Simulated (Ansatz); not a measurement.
InP under load (space group Imm2), r2SCAN with spin-orbit coupling, rigid bands run with Ansatz (an electronic-structure program). Condition of this run: uniaxial stress along [110] of -5 GPa (compression positive) (the target of the relaxation). Band gap 0.73 eV, N_c = 5.00e17 cm⁻³ and N_v = 6.57e18 cm⁻³ at 300 K, conductivity masses along y (a = (0.10, 3.04, 2.83) Å; b = (3.04, 0.10, 2.83) Å; c = (3.13, 3.13, 0.00) Å) of 0.0835 mₑ (electrons) and 0.513 mₑ (holes). Take k_BT = 0.02585 eV.

**Question.** What built-in voltage has an abrupt junction with N_A = 1e17 and N_D = 1e17 cm⁻³, all dopants ionised?

**Answer.** V_bi = E_g/e − (k_BT/e) ln(N_c N_v/(N_A N_D)) = 0.73 − 0.02585 × 5.79 = 0.58 V, for the computed gap.

**Question.** Find the intrinsic carrier density and the intrinsic Fermi level.

**Answer.** n_i = √(N_c N_v) exp(−E_g/2k_BT) = 1.81e18 × exp(−14.12) = 1.3e12 cm⁻³. The level lies (k_BT/2) ln(N_v/N_c) = 33 meV from mid-gap (positive towards the conduction band). Each 0.1 eV added to the gap lowers n_i by a factor of 6.9.

**Question.** A film of it is 8 nm thick, with its normal along the direction named. Estimate the confinement energies in an infinite well.

**Answer.** ħ²π²/(2m t²) = 0.376 eV·nm²/(m/mₑ × t²) gives 70.4 meV for electrons and 11.5 meV for holes, so the gap would widen to about 0.81 eV. Finite barriers and nonparabolic bands lower this, and with several valleys or bands the heaviest mass along the normal sets the lowest level, not this average.

Rigid bands with the computed gap; masses take one relaxation time for all states. Geometry: cell and atoms relaxed with PBEsol.
